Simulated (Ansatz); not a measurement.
Consider BaTe in the rock salt structure (space group Fm-3m, No. 225; a = 6.9414 Å).

Method: PBEsol (Ansatz, an electronic-structure program, PAW, no spin-orbit coupling).

For the base:

| Item | Result |
|---|---|
| Band gap | 1.46 eV |
| Smallest direct gap | 1.82 eV |
| Electron mass | 1.3 mₑ along k, 0.26 mₑ across (at X) |

The change: an isotropic linear strain of −0.50 %; the atoms relax in the strained cell.

Q: What does the calculation give for the band gap, smallest direct gap and electron mass after the change?

A: The band gap decreases by 0.03 eV to 1.43 eV; the smallest direct gap shrinks by 0.04 eV, from 1.82 eV to 1.78 eV; the electron mass changes from 1.3 mₑ along k, 0.26 mₑ across (at X) to 1.3 mₑ along k, 0.25 mₑ across (at X).

With Te present, leaving out spin-orbit coupling can change the band edges. Masses are band curvatures over ±0.01 Å⁻¹ around the edge. Along k means along the line from Γ to the band edge. Stability against distortions was not tested.
